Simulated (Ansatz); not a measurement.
The starting structures come from a database of crystals and need not be the phases stable at ambient conditions.

By PBEsol, the system below comes out a metal.

A figure of merit of an interconnect metal is its ballistic conductance per area.

Consider the following.

```xyz
2
Lattice="4.3154 0.0000 0.0000 -2.1577 3.7372 0.0000 2.1577 1.2457 3.5235" Properties=species:S:1:pos:R:3 pbc="T T T"
La     0.0000     0.0000     0.0000
Se     0.0000     2.4915     1.7618
```

Space group of this cell: Fm-3m, rock salt. The cell is taken as given; by PBEsol its mean pressure is -2.9 GPa.

The current flows along the normal of the first two printed cell vectors, the (111) plane of the conventional cell. No spin-orbit coupling; the value is a mean over 0.1 eV about the Fermi level.

Task: Compute, with PBEsol (Ansatz, a quantum-chemistry and plane-wave program), the ballistic conductance per area.

Result: 0.63 × 10¹⁵ S/m² for both spins.
